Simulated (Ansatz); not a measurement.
Worked example: self-consistent single point of FeNi2S4 (Fd-3m, 14 atoms in the cell) in Ansatz (an electronic-structure program).

Method of the run: PBEsol-D3BJ-ATM, default PAW files made with PBE (plane waves; Ansatz).

```yaml
crystal:
  lattice:
    - [0.00000, 4.73250, 4.73250]
    - [4.73250, 0.00000, 4.73250]
    - [4.73250, 4.73250, 0.00000]
  atoms:
    - { symbol: Fe, position: [0.75000, 0.75000, 0.75000], spin: 4.0 }
    - { symbol: Fe, position: [0.50000, 0.50000, 0.50000], spin: 4.0 }
    - { symbol: Ni, position: [0.12500, 0.12500, 0.12500], spin: 2.0 }
    - { symbol: Ni, position: [0.62500, 0.12500, 0.12500], spin: 2.0 }
    - { symbol: Ni, position: [0.12500, 0.12500, 0.62500], spin: 2.0 }
    - { symbol: Ni, position: [0.12500, 0.62500, 0.12500], spin: 2.0 }
    - { symbol: S, position: [0.88400, 0.88400, 0.88400] }
    - { symbol: S, position: [0.90200, 0.36600, 0.36600] }
    - { symbol: S, position: [0.88400, 0.88400, 0.34800] }
    - { symbol: S, position: [0.36600, 0.90200, 0.36600] }
    - { symbol: S, position: [0.34800, 0.88400, 0.88400] }
    - { symbol: S, position: [0.36600, 0.36600, 0.36600] }
    - { symbol: S, position: [0.88400, 0.34800, 0.88400] }
    - { symbol: S, position: [0.36600, 0.36600, 0.90200] }
```
(The spins are starting values, not results.)

Reference input (self-consistent single point, DFT, PBEsol, plane waves, default PAW files made with PBE): basis.ecutwfc = 420 eV; kpoints.mp_grid.grid = 4 4 4; hamiltonian.xc = pbesol; hamiltonian.pseudopotentials = {kind: paw} (the program's default PAW files); magnetization.spin_polarized = true; scf.occupations.method = gaussian; scf.occupations.width = 0.2 eV. This run's input differs from it in these lines:

```diff
@@ -27,2 +27,3 @@
   xc: pbesol
+  dispersion: d3bjatm
   pseudopotentials: { kind: paw }
```

The program printed (abridged):

```
SCF iter   1: F=—  HF=-39209.793461 eV  |F-HF|=—  |Δ(HF+E_count)|=         —  Δρ=1.89e-1 (↑1.89e-1 ↓1.24e-1)  dr2=4.76e1  dr2_m=3.98e1  M=3.832 μB ∫|m|=4.834 μB  β_m=0.30  ethr=3.10e-3  ⟨swp⟩=7.8  Hψ=6677  notcnv=0  defer=7
Mixer restart at iter 1: flushing history
all-band conjugate gradients solve this SCF's bands
preconditioner: auto → Kerker (q_TF=auto, 2.581 Å⁻¹)
   [... lines left out ...]
SCF iter  16: F=—  HF=-39207.466353 eV  |F-HF|=—  |Δ(HF+E_count)|=   1.03e-9  Δρ=1.26e-6 (↑7.22e-7 ↓1.26e-6)  dr2=9.89e-9  dr2_m=1.64e-10  M=2.591 μB ∫|m|=6.084 μB  β_m=0.88  ethr=7.53e-12  ⟨swp⟩=2.0  Hψ=2167  notcnv=0  defer=232
SCF iter  17: F=-39207.466353 eV  HF=-39207.466353 eV  |F-HF|=5.35e-8  |Δ(HF+E_count)|=   2.71e-9  Δρ=3.21e-6 (↑1.30e-6 ↓3.21e-6)  dr2=5.54e-8  dr2_m=1.84e-9  M=2.591 μB ∫|m|=6.084 μB  ethr=6.51e-12  ⟨swp⟩=8.8  Hψ=6267  notcnv=0
SCF 1 converged in 17 iterations: F = -39207.466353 eV  dr2 = 5.54e-8
WARN: the starting moments were not kept: 4 of 6 ended reversed and 2 kept their direction, counting a site from 0.1 μB …
Magnetization: 2.5915 μB (77.2957 up, 74.7043 down)
   [... lines left out ...]
Absolute magnetization: 6.0866 μB (∫|ρ↑−ρ↓|, with the PAW one-centre terms)
Free energy (F): -39207.466353 eV
Fermi energy:    10.725999 eV
   [... lines left out ...]
  atom  14  S     -0.28618215    -0.28618215     0.28618215
--- Stress (GPa, compression-positive) ---
       -8.060538       0.000000       0.000000
        0.000000      -8.060538      -0.000000
       -0.000000      -0.000000      -8.060538
  P = ⅓ Tr σ = -8.0605 GPa (-80.605 kbar)
  The stress holds the Pulay correction. Without it, at fixed plane waves, as pw.x and ABINIT print it: P = -8.0908 GPa
```

The run converged in 17 iterations. Against the reference run the pressure goes from -5.19 to -8.06 GPa, the largest force goes from 0.485 to 0.496 eV/Å and the size of the net moment stays at 0.19 μB/atom.

The starting cell comes from a database of published, mostly measured structures (it also holds non-ambient and calculated ones), without a prior relaxation at this level. The magnetic order is the one reached from the typed start; others were not searched systematically. The program warned that a starting moment was not kept. With a pressure of about -8 GPa the cell is away from its equilibrium volume at this level. Ansatz's pressure includes its estimate of the finite-basis (Pulay) stress.

Keys are those of Ansatz 0.2.
